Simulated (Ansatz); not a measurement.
Data:

```
YN
1.0
    0.00000     2.38580     2.38580
    2.38580     0.00000     2.38580
    2.38580     2.38580     0.00000
Y N
1 1
Direct
  0.00000   0.00000   0.00000
  0.50000   0.50000   0.50000
```

No spin polarisation.

Level of theory: Ansatz (a quantum-chemistry and plane-wave program) LDA, no SOC. k-mesh 12×12×12 (Γ-centred); smearing 0.05 eV (Fermi–Dirac).

Estimate the band gap.

Zero.

Estimate the pressure.

5.9 GPa.

The mesh was chosen for an insulator and is coarse for the gapless case. The cells carry an imposed strain or load. Whether these cells are dynamically stable was not tested. All final runs are without spin polarisation. The cell was made from YN in the rock salt structure (space group Fm-3m, No. 225) by this change: isotropic strain −1.00 %. The zero or small gap of YN can change with the level of theory.
